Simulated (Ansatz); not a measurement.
The starting structures come from a database of crystals and need not be the phases stable at ambient conditions.

By PBEsol, the system below comes out a metal.

Without scattering a metal conducts by its projected Fermi surface.

Input:

```xyz
12
Lattice="5.1456 0.0000 0.0000 -2.5728 4.4562 0.0000 0.0000 0.0000 8.5767" Properties=species:S:1:pos:R:3 pbc="T T T"
Zr     2.5728     1.4854     7.9967
Zr     0.0000     2.9708     0.5800
Zr     0.0000     2.9708     3.7083
Zr     2.5728     1.4854     4.8684
Ru     1.2462     3.6903     6.4325
Ru     1.3266     0.7659     2.1442
Ru     2.5728     2.9244     2.1442
Ru     0.0000     1.5318     6.4325
Ru    -1.2462     3.6903     6.4325
Ru     3.8190     0.7659     2.1442
Ru     0.0000     0.0000     0.0000
Ru     0.0000     0.0000     4.2884
```

Space group of this cell: P6_3/mmc. The cell is taken as given; by PBEsol its mean pressure is -4.9 GPa.

The current flows along the normal of the first two printed cell vectors, the (001) plane of the conventional cell. No spin-orbit coupling; the value is a mean over 0.1 eV about the Fermi level.

Problem. Give the ballistic conductance per area that PBEsol (Ansatz, a program for electronic structure) yields.

Solution. 0.55 × 10¹⁵ S/m² for both spins.
